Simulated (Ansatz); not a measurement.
**Effect of Sn → As on SnO**

Start from SnO in the litharge type structure (space group P4/nmm, No. 129; a = 3.770 Å, c = 4.560 Å; layered, stacked along the Cartesian z axis).

Perturbation: every Sn is replaced by As, then cell and atoms are relaxed.

All numbers come from PBEsol-D3(BJ) (Ansatz, a quantum-chemistry and plane-wave program, PAW, spin-orbit coupling left out). k-mesh 13×13×12 (Γ-centred); smearing 0.05 eV (Fermi–Dirac), for the changed cell.

```yaml
volume_per_atom: 12.57 Å³ (base 16.20 Å³)
lattice_parameter_a: 3.619 Å (base 3.770 Å)
c/a ratio: 1.061 (base 1.209)
band_gap: zero (base zero)
```

Final structure:

```
CELL_PARAMETERS angstrom
      3.61874     0.00000     0.00000
      0.00000     3.61874     0.00000
      0.00000     0.00000     3.83907
ATOMIC_POSITIONS crystal
  As 0.50000 0.00000 0.28309
  As 0.00000 0.50000 0.71691
  O  0.00000 0.00000 0.00000
  O  0.50000 0.50000 0.00000
```

No phonon test of stability was made. As relaxed here, AsO is a hypothetical phase, not in the database extracts checked. The final runs are not spin-polarised. The zero or small gap of SnO can change with the level of theory.
